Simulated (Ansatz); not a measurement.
## Ti, element substitutions

The reference is Ti in the hcp (Mg type) structure (space group P6_3/mmc, No. 194; a = 2.939 Å, c = 4.650 Å).

Each row replaces one element on all its sites; cell and atoms are relaxed.

Levels (all Ansatz, an electronic-structure program, PAW): PBE (420 eV, no SOC); r2SCAN (500 eV, without spin-orbit coupling).

The base cell above is that of PBE; each level relaxes its own structures.

```tsv
case	shortest interatomic distance, PBE	shortest interatomic distance, r2SCAN
Ti → Zr	3.189 Å	3.185 Å
Ti → Sc	3.216 Å	3.230 Å
Ti → Hf	3.138 Å	3.127 Å
```

The two levels differ by at most about 0.013 Å. They put the cases in the same order.

No phonon test of stability was made. All final runs are without spin polarisation.
